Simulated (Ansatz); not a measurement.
The starting structures come from a database of crystals and need not be the phases stable at ambient conditions.

 Where the default PAW files enter, the runs use the earlier of Ansatz's two default sets.

Tunnelling through a barrier is set by its complex band structure: the current falls as exp(−2κd) with the smallest κ.

Given:

```xyz
3
Lattice="3.8686 0.0000 0.0000 0.0000 6.4042 0.0000 1.9343 3.2021 1.9343" Properties=species:S:1:pos:R:3 pbc="T T T"
Ca     0.0000     0.0000     0.0000
C      0.0000     2.5752     0.0000
C      0.0000     3.8290     0.0000
```

Space group of this cell: I4/mmm. The cell is taken as given.

Transport runs along the normal of the first two printed cell vectors, the (100) plane of the conventional cell.

No gap correction and no spin-orbit coupling; mid-gap values are interpolated between computed energies.

### Question
State the band gap and the smallest decay constant κ at mid-gap according to r2SCAN run with Ansatz (a program for electronic structure).

### Answer
Gap 1.66 eV on a 16×16×16 mesh; κ = 0.333 1/Å, at (0.500, 0.000) of the in-plane reciprocal vectors. At the zone centre, at the nearest computed energy, the slowest state has κ = 0.38 1/Å.
